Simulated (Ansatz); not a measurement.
The parent structure is Mg₂Ge in the anti-fluorite structure (space group Fm-3m, No. 225; a = 6.421 Å).

Level of theory: Kohn–Sham DFT with the PBE functional, run in Ansatz (a first-principles code) with PAW and 420 eV plane waves, no SOC.

Strains are applied to the cell and any free atomic positions relax.

One change was made to it. Results:

```csv
quantity,base,after
energy relative to the base (free energy F),0 meV/atom,+18 meV/atom
"hole mass (degenerate bands, along [100])","0.071, 0.35, 0.35 mₑ (at Γ)","0.044, 0.34, 0.34 mₑ (at Γ)"
pressure,0.0 kbar,-31.5 kbar
band gap,0.17 eV,0.23 eV
```

### Question
Which change produced these results?
A. isotropic strain +2.50 %
B. isotropic strain −2.50 %
C. isotropic strain +0.50 %
D. isotropic strain +1.00 %

### Answer
A, isotropic strain +2.50 %. For comparison, the energy relative to the base in the other runs: isotropic strain +1.00 % gives +3.0 meV/atom; isotropic strain −2.50 % gives +21 meV/atom; isotropic strain +0.50 % gives +0.8 meV/atom.

Masses are band curvatures over ±0.01 Å⁻¹ around the edge. Stability against distortions was not tested. A zero or small gap of Mg2Ge can be the functional's error rather than a property of the material.
